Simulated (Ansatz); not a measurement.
System: CaO (model structure, F-43m, No. 216, 2 atoms in the cell). Method: G0W0@PBEsol (hard PAW, contour deformation; Ansatz, a program for electronic structure).

The same calculation (at the PBEsol cell, 17.381 Å³/atom) with different numerical settings; throughout: k mesh 2×2×2:

| run | response cutoff (eV) | empty bands | quasiparticle gap on the mesh (eV) | quasiparticle gap at Γ (eV) | rough time |
|---|---|---|---|---|---|
| 1 | 100 | 145 | 4.616 | 5.276 | 4 core-s |
| 2 | 150 | 266 | 4.808 | 5.449 | 7 core-s |
| 3 | 200 | 410 | 4.895 | 5.523 | 20 core-s |
| 4 | 250 | 573 | 4.947 | 5.567 | 30 core-s |
| 5 | 300 | 754 | 4.984 | 5.598 | 60 core-s |
| 6 | 400 | 1160 | 5.024 | 5.629 | 70 core-s |
| 7 | 500 | 1621 | 5.044 | 5.645 | 4 core-min |

In the column quasiparticle gap on the mesh (eV) the first row differs from the last by -0.428 and the next to last by -0.020.

The last row is no converged limit: other settings stay fixed.

A model structure was made by putting elements into a prototype or built by hand; it is no filed structure, need not be a known phase, and can be a saddle point held by its symmetry.
